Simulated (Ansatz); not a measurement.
The starting structures come from a database of crystals and need not be the phases stable at ambient conditions.

 Where the default PAW files enter, the runs use the earlier of Ansatz's two default sets.

## Evanescent states of CaHCl (P4/nmm, not sure to be the ambient phase, 6 atoms a cell, 16.8 Å³ an atom) along the normal of (100)

Calculation: r2SCAN (plane waves, PAW; Ansatz, an electronic-structure program).

No gap correction and no spin-orbit coupling; mid-gap values are interpolated between computed energies.

Energies count from the valence-band top; κ is the least over a 8×6 mesh across the current.

```tsv
E (eV)	κ (1/Å)	where
0.10	0.242	off Γ
0.30	0.341	off Γ
0.50	0.404	off Γ
0.70	0.447	off Γ
0.90	0.472	Γ
1.10	?	off Γ
1.30	?	off Γ
1.50	?	off Γ
1.70	?	off Γ
1.90	?	off Γ
2.10	?	off Γ
2.30	?	off Γ
2.50	?	off Γ
2.70	?	off Γ
2.90	?	off Γ
3.10	?	off Γ
3.30	0.336	off Γ
3.50	0.303	off Γ
3.70	0.264	off Γ
3.90	0.213	off Γ
4.10	0.138	off Γ
```

Question: What belongs in the gaps?

Answer: 
- 1.10, κ (1/Å): 0.473
- 1.30, κ (1/Å): 0.466
- 1.50, κ (1/Å): 0.461
- 1.70, κ (1/Å): 0.456
- 1.90, κ (1/Å): 0.451
- 2.10, κ (1/Å): 0.446
- 2.30, κ (1/Å): 0.436
- 2.50, κ (1/Å): 0.424
- 2.70, κ (1/Å): 0.408
- 2.90, κ (1/Å): 0.387
- 3.10, κ (1/Å): 0.363
